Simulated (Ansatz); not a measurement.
The starting structures come from a database of crystals and need not be the phases stable at ambient conditions.

By PBEsol, the system below comes out a metal.

Without scattering a metal conducts by its projected Fermi surface.

Consider the following.

```yaml
crystal:
  lattice:
    - [4.86579, 0.00000, 0.00000]
    - [0.00000, 4.86579, 0.00000]
    - [0.00000, 0.00000, 4.86579]
  atoms:
    - { symbol: Al, position: [0.15555, 0.15555, 0.84445] }
    - { symbol: Al, position: [0.34445, 0.84445, 0.34445] }
    - { symbol: Al, position: [0.65555, 0.34445, 0.15555] }
    - { symbol: Al, position: [0.84445, 0.65555, 0.65555] }
    - { symbol: Pd, position: [0.85177, 0.85177, 0.14823] }
    - { symbol: Pd, position: [0.64823, 0.14823, 0.64823] }
    - { symbol: Pd, position: [0.35177, 0.64823, 0.85177] }
    - { symbol: Pd, position: [0.14823, 0.35177, 0.35177] }
```

The cell is taken as given; by PBEsol it stands under a pressure of -1.6 GPa.

The current flows along the normal of the first two printed cell vectors, the (001) plane of the conventional cell. No spin-orbit coupling; the value is a mean over 0.1 eV about the Fermi level.

Problem. State the ballistic conductance per area according to PBEsol run with Ansatz (a program for electronic structure).

Solution. 0.40 × 10¹⁵ S/m² for both spins.
